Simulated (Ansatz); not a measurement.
System: Ti5Te4 (I4/m, No. 87). Method: r²SCAN in Ansatz (PAW).

From the output:

```
Crystal: 9 atoms, lattice volume = 194.837 Å³
Basis set: ecut = 560 eV, 5863 PW (Γ), exchange–correlation on 180×180×180 points (27 copies of the dense FFT grid, shifted against one another)
Bands: 75, of which v1, the nominal top of the filled ones, is band 62 counted from 1 (61 counted from 0)
Symmetry: 8 space group operations
Space group: I4/m (ITA 87), of the structure as read, at distance tolerance 5.8e-5 Å
k-points: 554 of 4096
Functional: x = r2scan, c = r2scan; τ floored in thin density (d = 2e-4 eV/Å³)
SCF iter   1: F=—  HF=-40507.972708 eV  |F-HF|=—  |Δ(HF+E_count)|=         —  Δρ=1.31e-2  dr2=4.44e-1  dr2_τ=6.09e-2
SCF iter   2: F=—  HF=-40508.139494 eV  |F-HF|=—  |Δ(HF+E_count)|=   1.67e-1  Δρ=7.97e-3  dr2=1.18e-1  dr2_τ=1.65e-2
  ...
SCF iter  10: F=—  HF=-40508.123170 eV  |F-HF|=—  |Δ(HF+E_count)|=   1.53e-9  Δρ=5.43e-7  dr2=9.63e-10  dr2_τ=2.24e-11
SCF iter  11: F=-40508.123170 eV  HF=-40508.123170 eV  |F-HF|=1.46e-11  |Δ(HF+E_count)|=  2.91e-10  Δρ=1.73e-7  dr2=7.82e-11  dr2_τ=1.47e-12
SCF 1 converged in 11 iterations: F = -40508.123170 eV  dr2 = 7.82e-11
SCF converged after 11 iterations
Free energy (F): -40508.123170 eV
Internal energy: -40508.070549 eV  (E = F + TS)
E sigma→0 (E₀):  -40508.096859 eV
Fermi energy:    12.909009 eV
--- Forces (eV/Å), atoms counted from 1 ---
  atom   1  Ti    -0.00000000    -0.00000000     0.00000000
  atom   2  Ti     0.05678445     0.20798664     0.00000000
  atom   3  Ti    -0.05678445    -0.20798664    -0.00000000
  atom   4  Ti     0.20798664    -0.05678445    -0.00000000
  atom   5  Ti    -0.20798664     0.05678445     0.00000000
  atom   6  Te     0.12764613    -0.13811715     0.00000000
  atom   7  Te    -0.12764613     0.13811715     0.00000000
  atom   8  Te    -0.13811715    -0.12764613     0.00000000
  atom   9  Te     0.13811715     0.12764613    -0.00000000
--- Stress (GPa, compression-positive) ---
       -0.175343      -0.000000      -0.000000
        0.000000      -0.175343       0.000000
       -0.000000       0.000000      -0.718847
  P = ⅓ Tr σ = -0.3565 GPa (-3.565 kbar)
```

Question: Write an input file that could have produced this run (the log leaves some choices open).

Answer: This is not unique; one that fits is 
Ansatz 0.2 input:
```yaml
crystal:
  lattice:
    - [-5.082, 5.082, 1.886]
    - [5.082, -5.082, 1.886]
    - [5.082, 5.082, -1.886]
  atoms:
    - { symbol: Ti, position: [0.0, 0.0, 0.0] }
    - { symbol: Ti, position: [0.3752, 0.6856, 0.0608] }
    - { symbol: Ti, position: [0.6248, 0.3144, 0.9392] }
    - { symbol: Ti, position: [0.3144, 0.3752, 0.6896] }
    - { symbol: Ti, position: [0.6856, 0.6248, 0.3104] }
    - { symbol: Te, position: [0.2797, 0.9411, 0.2208] }
    - { symbol: Te, position: [0.7203, 0.0589, 0.7792] }
    - { symbol: Te, position: [0.0589, 0.2797, 0.3386] }
    - { symbol: Te, position: [0.9411, 0.7203, 0.6614] }
basis:
  ecutwfc: 560
  ecutrho_ratio: 4
  xc_grid: 3
kpoints:
  mp_grid: { grid: [16, 16, 16] }
hamiltonian:
  xc: r2scan
  dispersion: none
  pseudopotentials: { kind: paw }
scf:
  occupations: { method: fermi_dirac, width: 0.05 }
  convergence: { dr2_threshold: 0.0000000009 }
output:
  forces: true
  stress: true
  eigenvalues: true
```

The PAW data were made under PBE.

Note: cell and atoms aren't relaxed at this level (largest force component 0.21 eV/Å, pressure -0.4 GPa).

Ansatz is a quantum-chemistry and plane-wave program.
